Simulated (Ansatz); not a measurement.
**V2O3 (Ia-3, No. 206; cell taken from a computed entry)**

Level of theory: PBEsol (Ansatz, an electronic-structure program, plane waves, PAW).

Run with plane-wave cutoff 500 eV, 6×6×6 k mesh, Fermi–Dirac smearing 0.05 eV, spin-polarised start, scalar-relativistic PAW data made under PBE.

Cell (relaxed at this level):

```
CELL_PARAMETERS angstrom
     -4.64228     4.64228     4.64228
      4.64228    -4.64228     4.64228
      4.64228     4.64228    -4.64228
ATOMIC_POSITIONS crystal
  V  0.71562 0.46562 0.25000
  V  0.28438 0.53438 0.75000
  V  0.78438 0.03438 0.75000
  V  0.21562 0.96562 0.25000
  V  0.25000 0.71562 0.46562
  V  0.75000 0.28438 0.53438
  V  0.75000 0.78438 0.03438
  V  0.25000 0.21562 0.96562
  V  0.46562 0.25000 0.71562
  V  0.53438 0.75000 0.28438
  V  0.03438 0.75000 0.78438
  V  0.96562 0.25000 0.21562
  V  0.00000 0.00000 0.50000
  V  0.00000 0.50000 0.00000
  V  0.50000 0.00000 0.00000
  V  0.50000 0.50000 0.50000
  O  0.22632 0.45215 0.46269
  O  0.77368 0.54785 0.53731
  O  0.48946 0.76363 0.03731
  O  0.51054 0.23637 0.96269
  O  0.27368 0.73637 0.22583
  O  0.72632 0.26363 0.77417
  O  0.01054 0.04785 0.27417
  O  0.98946 0.95215 0.72583
  O  0.46269 0.22632 0.45215
  O  0.53731 0.77368 0.54785
  O  0.03731 0.48946 0.76363
  O  0.96269 0.51054 0.23637
  O  0.22583 0.27368 0.73637
  O  0.77417 0.72632 0.26363
  O  0.27417 0.01054 0.04785
  O  0.72583 0.98946 0.95215
  O  0.45215 0.46269 0.22632
  O  0.54785 0.53731 0.77368
  O  0.76363 0.03731 0.48946
  O  0.23637 0.96269 0.51054
  O  0.73637 0.22583 0.27368
  O  0.26363 0.77417 0.72632
  O  0.04785 0.27417 0.01054
  O  0.95215 0.72583 0.98946
```

For V2O3 (Ia-3, No. 206; cell taken from a computed entry), the volume per atom comes out as 10.00 Å³/atom and the lattice constant a comes out as 9.285 Å.

Note: the magnetic order was assumed, not searched for or taken from measurement; the relaxation could not lower the start's symmetry, so the cell can be a saddle point above a distorted one.

Computed values are for the static lattice.

It cost roughly 30 core-minutes of CPU time.
